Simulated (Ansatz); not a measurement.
BaTiO3: pressure series

Base system: BaTiO$_{3}$ (space group P4mm, No. 99; a = 3.973 Å, c = 4.112 Å).

Cell and atoms are relaxed at each pressure.

Computed with plane-wave PAW DFT at the r2SCAN level (Ansatz, a first-principles code, 500 eV), no spin-orbit coupling, earlier PAW set.

Candidates:
(a) pressure 7 GPa
(b) pressure 3 GPa
(c) pressure −2 GPa

Before the change:

| Property | Result |
|---|---|
| Band gap | 2.23 eV |

**Question.** Order them by band gap, highest first.

**Answer.** (a) pressure 7 GPa (2.29 eV), (b) pressure 3 GPa (2.26 eV), (c) pressure −2 GPa (2.22 eV)

Load acts through the strain it causes; cell and atoms are relaxed under it. No phonon test of stability was made. Competing high-pressure phases were not computed. All final runs are without spin polarisation.
